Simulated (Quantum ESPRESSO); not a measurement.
Quantum ESPRESSO run on Ga3Sn (Pm-3m, 4 atoms in the cell): self-consistent single point.

Method of the run: PBEsol-D3(BJ), GBRV 1.5 ultrasoft (PBESOL) pseudopotentials (plane waves; Quantum ESPRESSO 7.5).

```xyz
4
Lattice="4.3752 0.0000 0.0000 0.0000 4.3752 0.0000 0.0000 0.0000 4.3752" Properties=species:S:1:pos:R:3 pbc="T T T"
Ga     0.0000     2.1876     2.1876
Ga     2.1876     0.0000     2.1876
Ga     2.1876     2.1876     0.0000
Sn     0.0000     0.0000     0.0000
```

Reference input (self-consistent single point, DFT, PBEsol, plane waves, GBRV 1.5 ultrasoft (PBESOL) pseudopotentials): ecutwfc = 50 Ry; ecutrho = 250 Ry; occupations = smearing; smearing = fermi-dirac; degauss = 0.0073499 Ry; potentials = {Ga: ga_pbesol_v1.4.uspp.F.UPF, Sn: sn_pbesol_v1.4.uspp.F.UPF}; K_POINTS = automatic 6 6 6 0 0 0; conv_thr = 1e-10 Ry. This run's input differs from it in these lines:

```diff
@@ -18,2 +18,5 @@
  degauss = 0.0073499
+ vdw_corr = 'grimme-d3'
+ dftd3_version = 4
+ dftd3_threebody = .false.
 /
```

Output (repeated stretches shortened):

```
     Self-consistent Calculation

     iteration #  1     ecut=    50.00 Ry     beta= 0.70

     total energy              =   -1372.08297035 Ry
     estimated scf accuracy    <      46.46319935 Ry

     iteration #  2     ecut=    50.00 Ry     beta= 0.70

     total energy              =   -1402.04965279 Ry
     estimated scf accuracy    <      40.13735312 Ry

     iteration #  3     ecut=    50.00 Ry     beta= 0.70

     total energy              =   -1404.26508675 Ry
     estimated scf accuracy    <       4.78199184 Ry

   [... 9 blocks of this kind left out ...]

     iteration # 13     ecut=    50.00 Ry     beta= 0.70

     total energy              =   -1403.97568857 Ry
     estimated scf accuracy    <          2.7E-10 Ry

     iteration # 14     ecut=    50.00 Ry     beta= 0.70
     End of self-consistent calculation

     the Fermi energy is    10.8687 ev

!    total energy              =   -1403.97568857 Ry
     estimated scf accuracy    <          6.2E-12 Ry
     smearing contrib. (-TS)   =      -0.00590420 Ry
     internal energy E=F+TS    =   -1403.96978438 Ry

     DFT-D3 Dispersion         =      -0.09466968 Ry

     convergence has been achieved in  14 iterations

     Forces acting on atoms (cartesian axes, Ry/au):

     atom    1 type  1   force =     0.00000000    0.00000000    0.00000000
   [... zero for the other atoms too ...]

     Total force =     0.000000     Total SCF correction =     0.000000

          total   stress  (Ry/bohr**3)                   (kbar)     P=      -53.12
  -0.00036112   0.00000000   0.00000000          -53.12        0.00        0.00
   0.00000000  -0.00036112   0.00000000            0.00      -53.12        0.00
   0.00000000   0.00000000  -0.00036112            0.00        0.00      -53.12

   JOB DONE.
```

The run converged in 14 iterations. Against the reference run the pressure goes from -2.78 to -5.31 GPa.

The starting cell comes from a database of computed structures (which also holds hypothetical and non-ambient phases and stackings), without a prior relaxation at this level. With a pressure of about -5 GPa the cell is away from its equilibrium volume at this level.

Cost on one core of a shared machine: roughly 2 min.
